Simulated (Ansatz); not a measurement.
**Report: zincblende BeS (F-43m), uniaxial stress along [110]**

Cell and atoms are relaxed with r2SCAN to each stress (compression positive); bands and masses by r2SCAN with spin-orbit coupling, rigid bands (plane waves, PAW; Ansatz, a program for electronic structure). Strains are changes of length against the unloaded cell.

```cif
data_BeS
_chemical_formula_sum 'Be1 S1'
_space_group_name_H-M_alt 'P 1'
_space_group_IT_number 1
_cell_length_a 3.44261
_cell_length_b 3.44261
_cell_length_c 3.44261
_cell_angle_alpha 60.000
_cell_angle_beta 60.000
_cell_angle_gamma 60.000
loop_
_space_group_symop_operation_xyz
  'x, y, z'
loop_
_atom_site_label
_atom_site_type_symbol
_atom_site_fract_x
_atom_site_fract_y
_atom_site_fract_z
_atom_site_occupancy
Be1 Be 0.00000 0.00000 0.00000 1
S1 S 0.75000 0.75000 0.75000 1
```

```json
[
 {"stress (GPa)": "-2.00", "strain [110] (%)": "1.17", "strain [1−10] (%)": "-0.01", "strain [00−1] (%)": "-0.45", "gap (eV)": "3.486", "mean mₑ*": "0.38"},
 {"stress (GPa)": "-1.00", "strain [110] (%)": "0.58", "strain [1−10] (%)": "-0.01", "strain [00−1] (%)": "-0.22", "gap (eV)": "3.523", "mean mₑ*": "0.37"},
 {"stress (GPa)": "0", "strain [110] (%)": "0", "strain [1−10] (%)": "0", "strain [00−1] (%)": "0", "gap (eV)": "3.559", "mean mₑ*": "0.37"},
 {"stress (GPa)": "1.00", "strain [110] (%)": "-0.56", "strain [1−10] (%)": "0.01", "strain [00−1] (%)": "0.21", "gap (eV)": "3.519", "mean mₑ*": "0.37"}
]
```

[110] is the direction of the load. Masses are conductivity masses at 300 K in electron masses, harmonic means over x, y and z.

Q: From the two loads next to zero, find the Young modulus and the ratio of transverse to axial strain, taking [1−10].

A: Between -1.00 and 1.00 GPa the strain along [110] changes by -1.14 % and that along [1−10] by 0.02 %. The modulus is 2.00/0.0114 = 175 GPa and the ratio of the strains 0.02 (r2SCAN, atoms relaxed).

Q: How fast does the gap move on either side of zero load?

A: Under tension, (3.486 − 3.559) eV over -2.00 GPa = 36 meV/GPa, or about -6.2 eV per unit strain; under compression, (3.519 − 3.559) eV over 1.00 GPa = -40 meV/GPa, or about 7.1 eV per unit strain. The two slopes part by 76 meV/GPa; gaps are resolved to about 0.01 eV, which allows 15 meV/GPa, so they differ, even in sign: the gap has a turning point near zero load.

Masses are those of dilute carriers in rigid bands with one relaxation time, without polarons. Third decimals of gaps are kept for the arithmetic. Every relaxation keeps the zincblende phase (space group Imm2 under this load), so a transition, a distortion that breaks the symmetry or fracture can't show.
